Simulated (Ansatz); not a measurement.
A computed series for Al: response to strain

Base system: Al in the fcc (Cu type) structure (space group Fm-3m, No. 225; relaxed with 0.1 eV smearing).

```
Al
1.0
    0.00000     1.99194     1.99194
    1.99194     0.00000     1.99194
    1.99194     1.99194     0.00000
Al
1
Direct
  0.00000   0.00000   0.00000
```

Cartesian axes are those of the cell as printed.

Strains are applied to the cell and any free atomic positions relax; under biaxial strain the out-of-plane vector relaxes too.

Calculations: Ansatz (a program for electronic structure) LDA, no SOC.

| biaxial strain, plane normal [111], relaxed out of plane (%) | out-of-plane strain (%) |
|---|---|
| 0 | 0.00 |
| 0.42 | -0.43 |
| 0.83 | -0.84 |
| 1.25 | -1.25 |
| 1.67 | ? |
| 2.08 | -1.97 |
| 2.5 | -2.30 |

Question: Fit ε⊥ = −νε + γε² (strains in %) to the rows shown and predict the withheld row.

Answer: Least squares on the printed values gives ν = 1.07 (the biaxial Poisson response) and γ = 0.058 (largest residual 0.01 %); this predicts -1.62 %, and the run gives -1.63 %, in agreement.

Whether these cells are dynamically stable was not tested.
